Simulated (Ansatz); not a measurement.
A periodic model of amorphous Hf17O36Al:

```xyz
54
Lattice="8.8600 0.0000 0.0000 0.0000 8.8600 0.0000 0.0000 0.0000 8.8600" Properties=species:S:1:pos:R:3 pbc="T T T"
Hf     5.3860     1.3914     2.9576
Hf     0.5342     0.0348     2.2810
Hf     3.8354     3.1281     6.0942
Hf     6.5387     7.3217     3.1841
Hf     0.4987     1.5231     8.4628
Hf     0.5227     4.6465     6.6119
Hf     7.9798     1.5464     5.2165
Hf     6.4081     4.7626     5.1819
Hf     1.5626     7.7579     6.8794
Hf     5.1195     8.4698     6.0703
Hf     5.5993     2.6953     8.5990
Hf     2.0776     2.6013     3.3846
Hf     6.1609     5.9126     8.2869
Hf     2.4671     4.7774     0.4344
Hf     1.2188     5.8930     3.3500
Hf     3.5639     8.2220     1.0888
Hf     7.6586     3.7168     2.1412
O      7.3052     1.5480     8.3980
O      1.0331     3.4686     8.1911
O      5.0782     0.7458     0.7131
O      5.3838     4.3289     7.1153
O      5.8059     6.7465     5.0997
O      1.2590     6.1639     5.3716
O      2.0139     7.2928     2.1156
O      0.3905     5.0710     1.5665
O      3.5618     3.3527     8.4012
O      4.6720     8.2227     2.8742
O      0.6258     1.2298     4.0161
O      2.4804     1.0025     2.1088
O      1.9077     3.3366     5.5427
O      8.7177     8.5107     0.4077
O      4.5528     4.3481     4.7669
O      6.9073     5.2974     3.2490
O      7.8832     3.3142     6.1026
O      2.6742     4.3553     2.4301
O      0.2239     2.1694     1.5913
O      6.9837     4.2823     0.2753
O      6.8500     2.7002     3.8617
O      3.2178     8.0505     5.9595
O      5.6015     2.9888     1.7601
O      3.8305     1.9221     4.2631
O      6.5287     7.0100     1.1203
O      0.3857     4.0124     3.6291
O      0.2541     0.4740     6.6025
O      3.9719     6.2841     0.2291
O      7.1533     0.3576     2.2681
O      5.0147     1.5953     6.7691
O      2.2609     0.1111     8.4163
O      8.6335     7.3697     3.4371
O      7.6283     5.7510     6.7980
O      6.0914     7.9465     7.6963
O      1.4665     6.0135     7.9404
O      6.4308     0.3337     4.6909
Al     6.8401     8.7618     0.4158
```

Calculation: PBE, scalar-relativistic without spin-orbit coupling (plane waves to 420 eV, PAW; Ansatz, a first-principles code). The usual formal charges leave 1 holes over, so the level spacing at the Fermi energy parts defect or band states and needn't be the band gap. In the spin-polarised cell the level spacing at the Fermi energy can part levels of unlike spin.

A CHGNet melt-quench gave the starting glass, which DFT then relaxed. O atoms were pushed apart under 1.9 Å during the dynamics, to hinder bonds among them. The hot cell started wider than the set density and was brought back towards it in steps. It is the lowest in DFT energy of 2 quenches. It is a model cell: composition and starting density were chosen by hand, and all elements were melted together. No dispersion term was used. Its density started from a set value of 8.68 and ended at 8.68 g/cm³. Cooling (nominally 300 K/ps over its main leg) ran many orders faster than in experiment, which tends to leave more defects and strain. One small periodic cell is one sample of the glass; other quenches scatter about these values. The volume was held where the preparation left it, at a PBE pressure of 1.6 GPa. Stress components on the final sampling reach 4.0 GPa.

Bonds are counted up to Hf-Hf 3.34 Å, Hf-O 2.72 Å, Hf-Al 3.00 Å, O-O 1.58 Å, O-Al 2.24 Å, Al-Al 2.66 Å. Two cations that share two anions don't count as bonded, nor two that share one unless they lie closer than Hf-Hf 3.25 Å, Hf-Al 2.92 Å, Al-Al 2.59 Å.

Q: Give the coordination numbers, mean bond lengths and angles.

A: 
```json
{
  "Mean coordination of Hf by anions": "6.24 (3 with 5, 7 with 6, 7 with 7)",
  "Mean coordination of O": "3.11 (2 with 2, 28 with 3, 6 with 4)",
  "Mean coordination of Al by anions": "6.00 (1 with 6)",
  "Mean Hf-O bond": "2.133 Å (spread 0.115 Å, 106 counted)",
  "Mean O-Al bond": "1.928 Å (spread 0.025 Å, 6 counted)",
  "Bond angle at Hf": "mean 102.5°, spread 28.9°",
  "Bond angle at O": "mean 113.9°, spread 18.1°",
  "Bond angle at Al": "mean 105.3°, spread 30.8°"
}
```

Q: List the pairs of like atoms that count as bonded by the rules above.

A: There are none by these rules.
